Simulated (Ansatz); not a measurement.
## Effect of biaxial strain −3.00 %, plane normal [001], relaxed out of plane on ZnS

The reference is ZnS in the wurtzite structure (space group P6_3mc, No. 186; a = 3.738 Å, c = 6.143 Å). Axes: x lies along a and z along c of the hexagonal cell.

It is then changed as follows: biaxial strain −3.00 %, plane normal [001], relaxed out of plane (Cartesian); in-plane vectors clamped, the third vector and the atoms free.

Method: plane-wave PAW DFT at the LDA level (Ansatz, a quantum-chemistry and plane-wave program, 420 eV), no SOC. k-mesh 10×10×6 (Γ-centred); smearing 0.05 eV (Fermi–Dirac).

| quantity | base | changed | shift |
|---|---|---|---|
| volume per atom | 18.59 Å³ | 17.83 Å³ | -0.76 Å³ |
| space group | P6_3mc (No. 186) | P6_3mc (No. 186) | – |
| shortest interatomic distance | 2.293 Å | 2.261 Å | -0.0326 Å |
| pressure (mean of the normal stresses, compression positive) | 0.00 GPa | 3.69 GPa | +3.69 GPa |
| band gap | 2.19 eV | 2.14 eV | -0.05 eV |
| gap character | direct at Γ | direct at Γ | – |
| width of the top valence band | 2.37 eV | 2.65 eV | +0.28 eV |
| electron mass | 0.15 mₑ along c, 0.18 mₑ across (at Γ) | 0.14 mₑ out of plane, 0.21 mₑ in plane (at Γ) | – |
| valence-band top at Γ (three highest levels, from the VBM) | 0.00, 0.00, -0.10 eV | 0.00, 0.00, -0.44 eV | – |
| out-of-plane strain | – | +1.94 % | – |
| ratio −ε⊥/ε∥ | – | 0.65 | – |
| mean in-plane stress (compression positive) | – | +5.5 GPa | – |

Masses are band curvatures over ±0.01 Å⁻¹ around the edge. Whether these cells are dynamically stable was not tested.
